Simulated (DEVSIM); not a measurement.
Structure: Ti/HfO2/SiO2/p-Si capacitor, at 300 K.

```tsv
layer (left to right)	material	thickness (nm)	Na (cm⁻³)
1	HfO2	2.60	-
2	SiO2	0.620	-
3	Si	4500	1.6e16
```

Metal gate on the left, work function 4.33 eV. Fixed charge at the semiconductor interface -2.6e11 cm⁻² (in units of +e); interface traps 3.8e11 cm⁻² eV⁻¹, uniform in energy, neutral level at 0.7 of the gap above the valence band.

Constants are typed, rounded textbook-type inputs, not results; the design itself was drawn at random and stands for no fabricated device. Values at 300 K.

```csv
parameter,HfO2,SiO2,Si
gap (eV),5.7,9,1.124
affinity (eV),2.5,0.9,4.05
permittivity,22,3.9,11.7
Nc (cm⁻³),-,-,2.86e19
Nv (cm⁻³),-,-,3.1e19
```

DEVSIM, 1D Poisson equation in equilibrium, Boltzmann statistics, complete ionisation; no quantum confinement or tunnelling. Metal contacts follow the ideal Schottky-Mott rule: no Fermi-level pinning, no interface dipoles.

Base results: minimum of the low-frequency capacitance (μF/cm²) 0.105; flat-band voltage (V) -0.65; threshold voltage (band bending 2φF) (V) 0.12; capacitance of the dielectric stack (μF/cm²) 3.19.

Problem. What follows from this one change: fixed charge -2.6e+11 → 6.64e+12 cm^-2?

Solution. minimum of the low-frequency capacitance little changed (0.106 μF/cm²); flat-band voltage -0.65 → -0.99 V; threshold voltage (band bending 2φF) 0.12 → -0.22 V; capacitance of the dielectric stack little changed (3.19 μF/cm²).

Problem. What follows from this one change: gate work function 4.33 → 4.03 eV?

Solution. minimum of the low-frequency capacitance little changed (0.105 μF/cm²); flat-band voltage -0.65 → -0.95 V; threshold voltage (band bending 2φF) 0.12 → -0.18 V; capacitance of the dielectric stack little changed (3.19 μF/cm²).

Problem. What follows from this one change: interface trap density 3.8e+11 → 3e+11 cm^-2 eV^-1?

Solution. minimum of the low-frequency capacitance 0.105 → 0.0931 μF/cm²; flat-band voltage little changed (-0.64 V); threshold voltage (band bending 2φF) little changed (0.12 V); capacitance of the dielectric stack little changed (3.19 μF/cm²).

Problem. What follows from this one change: HfO2 thickness 0.0026 → 0.0022 μm?

Solution. minimum of the low-frequency capacitance little changed (0.105 μF/cm²); flat-band voltage little changed (-0.65 V); threshold voltage (band bending 2φF) little changed (0.12 V); capacitance of the dielectric stack 3.19 → 3.42 μF/cm².
